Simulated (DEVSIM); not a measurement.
System: Schottky contact on p-type Si, at 400 K.

| layer (left to right) | material | thickness (μm) | Na (cm⁻³) | τn (s) | τp (s) |
|---|---|---|---|---|---|
| 1 | Si | 0.370 | 1.8e16 | 7.3e-6 | 7.3e-6 |
| 2 | Si | 6.50 | 1.7e18 | 7.3e-6 | 7.3e-6 |

Left contact: Schottky, work function 4.404 eV, emission velocity 6.5e6 cm/s. Right contact: ohmic. Voltage is applied to the left contact. Recombination: SRH at mid-gap. Mobility is μmin + (μ − μmin)/(1 + (N/Nref)^α).

This is a model device: material constants are rounded textbook-type values typed into the input, and sizes, dopings and lifetimes were drawn at random. Values at 300 K; Nc and Nv go as T^1.5, mobilities as T to minus their exponent, the gap by Varshni's rule with the affinity fixed.

| parameter | Si |
|---|---|
| gap (eV) | 1.124 |
| affinity (eV) | 4.05 |
| permittivity | 11.7 |
| Nc (cm⁻³) | 2.86e19 |
| Nv (cm⁻³) | 3.1e19 |
| μn (cm²/Vs) | 1417 |
| μp (cm²/Vs) | 470 |
| μn,min | 52 |
| μp,min | 45 |
| Nref,n | 9.7e16 |
| Nref,p | 2.2e17 |
| αn | 0.68 |
| αp | 0.72 |
| T exponent of μn | 2.3 |
| T exponent of μp | 2.2 |
| Varshni α (eV/K) | 0.000473 |
| Varshni β (K) | 636 |

Simulated with DEVSIM: 1D drift-diffusion, Boltzmann statistics, complete ionisation; no tunnelling, impact ionisation, image-force lowering or self-heating. Metal contacts follow the ideal Schottky-Mott rule: no Fermi-level pinning, no interface dipoles.

The temperature was swept, all else fixed.

```tsv
temperature (K)	potential step across the device at zero bias (V)	dark forward voltage at 100 A/cm² (V)
250	0.725	0.529
300	0.695	0.463
350	0.662	0.395
400	0.627	0.329
450	0.591	0.259
500	0.553	0.190
```

From the first row to the last the potential step across the device at zero bias goes from 0.725 to 0.553. From the first row to the last the dark forward voltage at 100 A/cm² goes from 0.529 to 0.190.
